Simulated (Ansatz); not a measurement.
Take CsPbCl$_{3}$ in the cubic perovskite structure (space group Pm-3m, No. 221) as the base.

```
CsPbCl3
1.0
    5.61875     0.00000     0.00000
    0.00000     5.61875     0.00000
    0.00000     0.00000     5.61875
Cs Pb Cl
1 1 3
Cartesian
  0.00000   0.00000   0.00000
  2.80938   2.80938   2.80938
  2.80938   0.00000   2.80938
  0.00000   2.80938   2.80938
  2.80938   2.80938   0.00000
```

Cartesian axes are those of the cell as printed.

Method: PBEsol (Ansatz, a program for electronic structure; PAW; 420 eV plane waves; without spin-orbit coupling).

Strains are applied to the cell and any free atomic positions relax; under biaxial strain the out-of-plane vector relaxes too.

One change was made to it. Results:

The hole mass becomes 0.16 mₑ along k, 0.17 mₑ across (at R) (base: 0.17 mₑ (at R)); the band gap decreases by 0.087 eV to 1.75 eV.

**Question.** Which of these changes matches the shifts?
(A) biaxial strain −1.50 %, plane normal [111], relaxed out of plane
(B) biaxial strain −0.50 %, plane normal [111], relaxed out of plane
(C) biaxial strain −2.50 %, plane normal [111], relaxed out of plane

**Answer.** A, biaxial strain −1.50 %, plane normal [111], relaxed out of plane. For comparison, the band gap in the other runs: biaxial strain −0.50 %, plane normal [111], relaxed out of plane gives 1.80 eV; biaxial strain −2.50 %, plane normal [111], relaxed out of plane gives 1.69 eV.

With Pb present, leaving out spin-orbit coupling can change the band edges. Masses are band curvatures over ±0.01 Å⁻¹ around the edge. Along k means along the line from Γ to the band edge. No phonon test of stability was made. Many cubic perovskites are stable only at high temperature; tilts and polar distortions were not tested. This is not the structure that CsPbCl3 has at room temperature and ambient pressure.
